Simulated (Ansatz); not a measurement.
Input and output of a self-consistent single point for Sc3IrC4 (Immm, 8 atoms in the cell) (Ansatz, an electronic-structure program).

Computed with PBEsol, PAW files made with PBE (plane waves; Ansatz).

```
CELL_PARAMETERS angstrom
     -1.72852     2.21894     6.11005
      1.72852    -2.21894     6.11005
      1.72852     2.21894    -6.11005
ATOMIC_POSITIONS crystal
  Sc 0.50000 0.50000 0.00000
  Sc 0.80965 0.30965 0.50000
  Sc 0.19035 0.69035 0.50000
  Ir 0.00000 0.00000 0.00000
  C  0.20871 0.87210 0.33661
  C  0.79129 0.12790 0.66339
  C  0.53549 0.87210 0.66339
  C  0.46451 0.12790 0.33661
```

Reference input (self-consistent single point, DFT, PBEsol, plane waves, PAW files made with PBE): basis.ecutwfc = 30.9 Ry; kpoints.mp_grid.grid = 9 9 9; hamiltonian.xc = pbesol; hamiltonian.pseudopotentials = {kind: paw} (the program's default PAW files); scf.occupations.method = methfessel_paxton; scf.occupations.width = 0.0073 Ry. This run's input differs from it in these lines:

Ansatz 0.2 input:
```diff
@@ -16,3 +16,3 @@
 basis:
-  ecutwfc: 30.9 Ry
+  ecutwfc: 46.3 Ry
 kpoints:
```

Output, abridged:

```
SCF iter   1: F=—  HF=-19129.751444 eV  |F-HF|=—  |Δ(HF+E_count)|=         —  Δρ=1.25e-1  dr2=3.50e1  ethr=3.10e-3  ⟨swp⟩=4.4  Hψ=17097  notcnv=0
all-band conjugate gradients solve this SCF's bands
preconditioner: auto → Kerker (q_TF=auto, 2.573 Å⁻¹)
SCF iter   2: F=—  HF=-19126.752376 eV  |F-HF|=—  |Δ(HF+E_count)|=    3.00e0  S|Δr|=    0.00e0  Δρ=5.63e-2  dr2=7.02e0  ethr=3.10e-3  ⟨swp⟩=3.0  Hψ=10162  notcnv=0  defer=288
   [... lines left out ...]
SCF iter   7: F=—  HF=-19125.912187 eV  |F-HF|=—  |Δ(HF+E_count)|=   6.75e-5  S|Δr|=    0.00e0  Δρ=5.14e-5  dr2=3.79e-6  ethr=5.38e-8  ⟨swp⟩=2.0  Hψ=6748  notcnv=0  defer=291
SCF iter   8: F=—  HF=-19125.912187 eV  |F-HF|=—  |Δ(HF+E_count)|=   4.58e-7  S|Δr|=    0.00e0  Δρ=1.53e-5  dr2=5.02e-7  ethr=5.75e-9  ⟨swp⟩=2.0  Hψ=6744  notcnv=0  defer=291
SCF iter   9: F=-19125.912187 eV  HF=-19125.912187 eV  |F-HF|=2.38e-8  |Δ(HF+E_count)|=   7.36e-8  S|Δr|=    0.00e0  Δρ=3.90e-6  dr2=3.30e-8  ethr=1.52e-10  ⟨swp⟩=12.2  Hψ=22402  notcnv=0
SCF 1 converged in 9 iterations: F = -19125.912187 eV  dr2 = 3.30e-8
Stability not checked (fill_not_monotonic)
Free energy (F): -19125.912187 eV
Internal energy: -19125.911946 eV  (E = F + TS)
E sigma→0 (E₀):  -19125.912126 eV
Entropy (-TS):   -0.000240 eV (-0.030 meV/atom)
Fermi energy:    14.391960 eV
--- Forces (eV/Å), atoms counted from 1 ---
  atom   1  Sc     0.00000000     0.00000000     0.00000000
  atom   2  Sc     0.00000000    -0.00000000    -0.00153216
  atom   3  Sc    -0.00000000     0.00000000     0.00153216
  atom   4  Ir    -0.00000000     0.00000000     0.00000000
   [... lines left out ...]
  atom   8  C      0.00000000    -0.04931994    -0.17664098
--- Stress (GPa, compression-positive) ---
       -5.169298       0.000000       0.000000
        0.000000      -5.604150       0.000000
        0.000000       0.000000      -5.929820
  P = ⅓ Tr σ = -5.5678 GPa (-55.678 kbar)
  The stress holds the Pulay correction. Without it, at fixed plane waves, as pw.x and ABINIT print it: P = -5.5782 GPa
```

The run converged in 9 iterations. Against the reference run the free energy goes down by 1.2 meV/atom, the pressure stays at -5.57 GPa and the largest force stays at 0.183 eV/Å.

The starting cell comes from a database of computed structures (which also holds hypothetical and non-ambient phases and stackings), without a prior relaxation at this level. Spin polarisation is off. Ansatz's pressure includes its estimate of the finite-basis (Pulay) stress.

Cost on one core of a shared machine: roughly 30 s.
